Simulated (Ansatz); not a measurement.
## Ir (Fm-3m): resistivity and electron-phonon coupling

```yaml
crystal:
  lattice:
    - [0.00000, 1.87345, 1.87345]
    - [1.87345, 0.00000, 1.87345]
    - [1.87345, 1.87345, 0.00000]
  atoms:
    - { symbol: Ir, position: [0.00000, 0.00000, 0.00000] }
```

All values below come from PBEsol, DFPT electron-phonon coupling, linearised Boltzmann equation (plane waves, PAW, scalar-relativistic; Ansatz, a quantum-chemistry and plane-wave program). Condition of this run: hydrostatic pressure 30 GPa (the target of the relaxation). Geometry: relaxed with this functional, without spin-orbit coupling, then loaded as said.

The resistivity at 300 K comes out as 3.2 μΩ·cm, the resistivity at 77 K comes out as 0.30 μΩ·cm and the electron mean free path at 300 K (weighted by the current that each state carries) comes out as 12.2 nm. The resistivity times mean free path for one path shared by all states (from the Fermi surface's area) is 3.6 ×10⁻¹⁶ Ω·m² and the electron-phonon coupling λ is 0.33. The transport coupling λ_tr comes out as 0.37. The logarithmic mean phonon energy comes out as 21 meV and the density of states at the Fermi level is 0.39 states/(eV·spin·cell). The drude plasma energy comes out as 11.4 eV and the Hall coefficient at 300 K is 3.6 ×10⁻¹¹ m³/C. The Tc for μ* = 0.10 (anisotropic Eliashberg) comes out as below 1 K and the Tc for μ* = 0.13 (anisotropic Eliashberg) comes out as below 1 K.

A metal at this level (no band gap). Only scattering by harmonic phonons is included (no impurities, grain boundaries, electron-electron scattering or thermal expansion). Spin-orbit coupling is left out, which matters with elements this heavy. The run warned that the eigensolver left some states short of its tolerance. Halving the electron mesh (40x40x40) moves the resistivity by up to 6 % at 300 K, the mean free path by up to 3 %, the coupling by up to 1 %. Smearing 0.20 eV; phonons on a 6x6x6 q mesh, which this run doesn't test and which matters most at low temperature. Tc comes from the anisotropic Migdal-Eliashberg equations with μ*, a chosen number, referred to 22 meV.
